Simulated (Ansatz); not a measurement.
Amorphous cells of 8 compositions: the gap between the highest filled and lowest empty level at the zone centre, by PBE and by a single point of r2SCAN on the same geometry (PBE, scalar-relativistic without spin-orbit coupling (plane waves to 420 eV, PAW; Ansatz, a first-principles code); r2SCAN at 500 eV). The networks come from melt-quench runs on the CHGNet potential at compositions and starting densities chosen by hand, with anions pushed apart in the CHGNet dynamics, and DFT then relaxed them. The cells are small and were quenched far faster than real films, so single cells scatter. Defect or tail levels can set these gaps. The rows are the first to finish with both values and no moments.

```csv
cell,PBE gap x (eV),r2SCAN gap y (eV)
"A (Ti20O43Al2, 3.56 g/cm3)",2.69,3.01
"B (Ti20O43B2, 3.47 g/cm3)",2.71,3.05
"C (Ti20O42Zr, 3.53 g/cm3)",2.79,withheld
"D (Zr20O45Nb2, 5.23 g/cm3)",3.05,3.41
"E (Zr20O43B2, 5.18 g/cm3)",3.32,3.78
"F (Zr20O43In2, 5.62 g/cm3)",3.36,3.82
"G (Zr20O41Be, 5.24 g/cm3)",3.52,3.97
"H (Zr20O42Sn, 5.49 g/cm3)",3.68,4.16
```

Q: Fit a straight line through the 7 full rows and predict the withheld value for C (Ti20O42Zr, 3.53 g/cm3).

A: Means: x = 3.190, y = 3.600. Slope = Σ(Δx Δy) / Σ(Δx²) = 1.043 / 0.8948 = 1.17; the r.m.s. residual is 0.019. Prediction: 3.600 + 1.17 × (2.79 − 3.190) = 3.13. The run gave 3.15, 0.02 above the line.
